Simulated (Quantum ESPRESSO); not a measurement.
# Sensitivity of a calculation on MoRh (P-6m2, 2 atoms in the cell) to its settings

```yaml
crystal:
  lattice:
    - [2.79543, 0.00000, 0.00000]
    - [-1.39772, 2.42091, 0.00000]
    - [0.00000, 0.00000, 4.43737]
  atoms:
    - { symbol: Mo, position: [0.00000, 0.00000, 0.50000] }
    - { symbol: Rh, position: [0.33333, 0.66667, 0.00000] }
```

Base run A: Quantum ESPRESSO with PBEsol, PseudoDojo standard norm-conserving (PBESOL) pseudopotentials, self-consistent single point.

Its settings: ecutwfc = 90 Ry; occupations = smearing; smearing = fd; degauss = 0.0099958 Ry; potentials = {Mo: Mo.upf, Rh: Rh.upf}; K_POINTS = automatic 11 11 6 0 0 0; conv_thr = 1e-11 Ry; mixing_beta = 0.4.

The starting cell comes from a database of computed structures (which also holds hypothetical and non-ambient phases and stackings), without a prior relaxation at this level. Spin polarisation is off. In the base run, with a pressure of about -12 GPa the cell is away from its equilibrium volume at this level.

Runs:
- B: noncolin: default → true; lspinorb: default → true; potentials: PseudoDojo fully relativistic norm-conserving (PBESOL) [PBEsol, spin-orbit coupling]
- C: noncolin: default → true; lspinorb: default → true; input_dft: default → pz; potentials: PseudoDojo fully relativistic norm-conserving (PBE) [LDA (PZ), spin-orbit coupling]

| run | pressure (GPa) |
|---|---|
| A | -11.91 |
| B | -11.51 |
| C | -15.81 |

Run C against A: The pressure goes from -11.91 to -15.81 GPa.

Run B against A: The pressure goes from -11.91 to -11.51 GPa.
